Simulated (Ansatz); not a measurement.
The reference is SnTeO3 (space group R3c, No. 161; a = 6.3543 Å, c = 13.4011 Å (hexagonal axes); a hypothetical phase, not in the database extracts checked).

All numbers come from plane-wave PAW DFT at the PBEsol level (Ansatz, a quantum-chemistry and plane-wave program, 420 eV), no spin-orbit coupling.

Before the change:

The band gap is 2.18 eV and the shortest interatomic distance is 1.945 Å.

Perturbation: a hydrostatic pressure of 7.5 GPa.

### Question
What does the calculation give for the band gap after the change?

### Answer
The band gap decreases by 0.25 eV to 1.93 eV.

### Question
How does this affect the shortest interatomic distance?

### Answer
The shortest interatomic distance grows by 0.035 Å, from 1.945 Å to 1.980 Å.

Spin-orbit coupling, missing from the scalar runs, can matter with Te. Load acts through the strain it causes; cell and atoms are relaxed under it. Stability against distortions was not tested. Competing high-pressure phases were not computed.
